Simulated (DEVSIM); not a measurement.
## abrupt Si n-p junction

Device: abrupt Si n-p junction, at 300 K.

| layer (left to right) | material | thickness (μm) | Nd (cm⁻³) | Na (cm⁻³) | τn (s) | τp (s) |
|---|---|---|---|---|---|---|
| 1 | Si | 38.0 | 1e15 | - | 3.6e-5 | 3.6e-5 |
| 2 | Si | 68.0 | - | 1.1e15 | 3.6e-5 | 3.6e-5 |

Left contact: ohmic. Right contact: ohmic. Voltage is applied to the left contact. Recombination: SRH at mid-gap, Auger. Mobility is constant in doping.

This is a model device: material constants are rounded textbook-type values typed into the input, and sizes, dopings and lifetimes were drawn at random. Values at 300 K.

| parameter | Si |
|---|---|
| gap (eV) | 1.124 |
| affinity (eV) | 4.05 |
| permittivity | 11.7 |
| Nc (cm⁻³) | 2.86e19 |
| Nv (cm⁻³) | 3.1e19 |
| μn (cm²/Vs) | 1417 |
| μp (cm²/Vs) | 470 |
| Cn (cm⁶/s) | 2.8e-31 |
| Cp (cm⁶/s) | 9.9e-32 |

DEVSIM, 1D drift-diffusion, Boltzmann statistics, complete ionisation; no tunnelling, impact ionisation, image-force lowering or self-heating.

```json
{
  "potential_step_across_the_device_at_zero_bias": "0.594 V",
  "largest_field_in_the_device_at_zero_bias": "9400 V/cm",
  "Dark forward voltage at 1 A/cm²": "0.617 V",
  "Dark forward voltage at 100 A/cm²": "1.396 V"
}
```

Small-signal capacitance in reverse bias (quasi-static):

```
V (V)  C (nF/cm²)
-----  ----------
0.4          6.79
1            5.31
2            4.14
3            3.50
4            3.09
6            2.58
8            2.26
10           2.03
13           1.79
16           1.62
20           1.45
```

Dark reverse current:

| V (V) | J (A/cm²) |
|---|---|
| 0.40 | 1.1e-9 |
| 1.00 | 2.2e-9 |
| 2.00 | 3.5e-9 |
| 3.00 | 4.6e-9 |
| 4.00 | 5.5e-9 |
| 6.00 | 7.1e-9 |
| 8.00 | 8.5e-9 |
| 10.00 | 9.7e-9 |
| 13.00 | 1.1e-8 |
| 16.00 | 1.3e-8 |
| 20.00 | 1.5e-8 |
